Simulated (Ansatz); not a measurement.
The reference is MgO in the rock salt structure (space group Fm-3m, No. 225; a = 4.2076 Å). Axes: x, y, z lie along the cube axes.

Level of theory: Ansatz (a program for electronic structure), r2SCAN, PAW, cutoff 500 eV, without spin-orbit coupling, earlier PAW set.

Now apply this change: uniaxial strain ε_zz = +2.59 %, all other strain components held at zero, atoms relaxed at fixed cell.

Q: What happens to the stress?

A: The stress (xx, yy, zz, yz, xz, xy; compression positive) is (-2.32, -2.32, -6.86, 0.00, 0.00, 0.00) GPa.

Q: How does this affect the energy relative to the base?

A: The energy goes up by 5.4 meV/atom.

Stability against distortions was not tested.
